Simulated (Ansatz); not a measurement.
Start from Rh in the fcc (Cu type) structure (space group Fm-3m, No. 225; a = 3.782 Å; relaxed with 0.1 eV smearing). Axes: x, y, z lie along the cube axes.

One thing is altered: strain tensor (xx, yy, zz, yz, xz, xy) = (−0.63, −1.70, +0.54, +0.52, +2.07, −0.55) %; the atoms relax in the strained cell.

Levels (all Ansatz, a first-principles code, PAW, earlier PAW set): PBEsol (420 eV, no spin-orbit coupling); r2SCAN (500 eV, scalar-relativistic without spin-orbit coupling).

The geometry is relaxed with PBEsol.

```
Property           Value
---------------  -------
PBEsol pressure  6.4 GPa
```

Task: How does going to r2SCAN change the pressure?

Result: The pressure increases by 4.8 GPa to 11.2 GPa.

Single points use the geometry relaxed with PBEsol. Their cutoffs differ, which shifts pressures a little. Whether these cells are dynamically stable was not tested. All final runs are without spin polarisation.
